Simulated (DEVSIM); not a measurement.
System: Ru/SiO2/p-Ge capacitor, at 400 K.

Layer 1 from the left is SiO2, thickness (nm) 4.30. Layer 2 from the left is Ge, thickness (nm) 2800, Na (cm⁻³) 4.6e16.

Metal gate on the left, work function 4.7 eV. Fixed charge at the semiconductor interface 2e12 cm⁻² (in units of +e); no interface traps.

Constants are typed, rounded textbook-type inputs, not results; the design itself was drawn at random and stands for no fabricated device. Values at 300 K; Nc and Nv go as T^1.5, mobilities as T to minus their exponent, the gap by Varshni's rule with the affinity fixed.

SiO2: gap (eV) 9, affinity (eV) 0.9, permittivity 3.9. Ge: gap (eV) 0.664, affinity (eV) 4, permittivity 16, Nc (cm⁻³) 1.04e19, Nv (cm⁻³) 6e18, Varshni α (eV/K) 0.000477, Varshni β (K) 235.

Question: Estimate by hand the flat-band voltage, the threshold voltage, and compare with a numerical solution.

Answer: 
- Flat-band voltage: C = 0.803 μF/cm², work-function difference 0.259 V; VFB = φms − qNf/C = -0.14 V; numerical -0.14 V.
- Threshold voltage: φF = 0.120 V, depletion charge √(4εqNφF) = 7.07e-8 C/cm²; VT = VFB + 2φF + Qd/C = 0.19 V; numerical 0.19 V.

Model (solved in DEVSIM): 1D Poisson equation in equilibrium, Boltzmann statistics, complete ionisation; no quantum confinement or tunnelling. Metal contacts follow the ideal Schottky-Mott rule: no Fermi-level pinning, no interface dipoles.
